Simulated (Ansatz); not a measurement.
Consider Ru in the hcp (Mg type) structure (space group P6_3/mmc, No. 194; relaxed with 0.1 eV smearing).

```xyz
2
Lattice="2.7043 0.0000 0.0000 -1.3521 2.3420 0.0000 0.0000 0.0000 4.2629" Properties=species:S:1:pos:R:3 pbc="T T T"
Ru     1.3521     0.7807     3.1972
Ru     0.0000     1.5613     1.0657
```

Cartesian axes are those of the cell as printed.

All numbers come from r2SCAN (Ansatz, a first-principles code, PAW, scalar-relativistic without spin-orbit coupling).

Before the change:

```
Quantity                        Result
-----------------------------  -------
Shortest interatomic distance  2.642 Å
Pressure                       0.0 GPa
```

The change: uniaxial strain ε_zz = −2.00 %, all other strain components held at zero; the atoms relax in the strained cell.

How does this affect the shortest interatomic distance, pressure and energy relative to the base?

The shortest interatomic distance shrinks by 0.034 Å (2.642 Å → 2.608 Å); the pressure (mean of the normal stresses, compression positive) goes from zero to 7.7 GPa; the energy grows by 12 meV/atom.

No phonon test of stability was made. The final runs are not spin-polarised.
